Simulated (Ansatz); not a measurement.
Input:

```xyz
4
Lattice="-1.9692 1.9692 3.9562 1.9692 -1.9692 3.9562 1.9692 1.9692 -3.9562" Properties=species:S:1:pos:R:3 pbc="T T T"
Ir     0.0000     0.0000     3.9562
Ir     0.0000     1.9692     1.9781
Ir     1.9692     0.0000     1.9781
Zr     0.0000     0.0000     0.0000
```

All values below come from PBEsol, DFPT electron-phonon coupling, linearised Boltzmann equation (plane waves, PAW, scalar-relativistic; Ansatz, a first-principles code). Cell: relaxed with this functional, without spin-orbit coupling.

Task: What phonon-limited resistivity does this give at 300 K?

Result: 21 μΩ·cm.

Task: How long is the mean free path there?

Result: 5.1 (x), 5.1 (y), 4.6 (z) nm, weighted by the current that each state carries. Wires not much wider than this gain resistivity from their walls.

A metal at this level (no band gap). Only scattering by harmonic phonons is included (no impurities, grain boundaries, electron-electron scattering or thermal expansion). Spin-orbit coupling is left out, which matters with elements this heavy. Halving the electron mesh (20x20x20) moves the resistivity by up to 10 % at 300 K, the mean free path by up to 4 %. Smearing 0.20 eV; phonons on a 5x5x5 q mesh, which this run doesn't test.

Computed structure with no diffraction record at hand here (it may be known, metastable or hypothetical): ZrIr3 (I4/mmm).
